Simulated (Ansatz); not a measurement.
**BeTe in the rock salt structure (space group Fm-3m, No. 225; a hypothetical phase, not in the database extracts checked)**

```yaml
crystal:
  lattice:
    - [0.00000, 2.68504, 2.68504]
    - [2.68504, 0.00000, 2.68504]
    - [2.68504, 2.68504, 0.00000]
  atoms:
    - { symbol: Te, position: [0.00000, 0.00000, 0.00000] }
    - { symbol: Be, position: [0.50000, 0.50000, 0.50000] }
```

Level of theory: r2SCAN (Ansatz, a first-principles code), no SOC. Settings: 15×15×15 k-points, 0.05 eV Fermi–Dirac smearing.

| Item | Value |
|---|---|
| Volume per atom | 19.36 Å³ |
| Density | 5.86 g/cm³ |
| Band gap | zero |
| Total energy | -3543.955 eV/atom (σ→0; compares only within this code and set-up) |

Stability against distortions was not tested. The final runs are not spin-polarised.
